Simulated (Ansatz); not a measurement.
**A constructed model of the (111) surface of fcc Cu, a layer of Ti in place of the second plane (bottom of the slab: a bare face, its two planes held)**

Method: PBE (plane waves to 420 eV, PAW; Ansatz, a program for electronic structure).

Set-up: 6 atoms, 10.8 Å thick at the start with caps and adatoms (thin: gaps and levels are the slab's own); mesh 17x17x1; 0.1 eV smearing; dipole correction on; 2 atoms held, the rest relaxed; held to the start's symmetry, so lower structures may exist; no spin, no spin-orbit, no U. In PBE it lies 0.05 eV a 1x1 cell over the lowest computed structure of the same composition (a layer of Ti in place of the third plane).

```yaml
work_function_of_the_top_face: 4.37 eV
energy_released_by_relaxation: 0.009 eV
cost: roughly 80 core-seconds
```
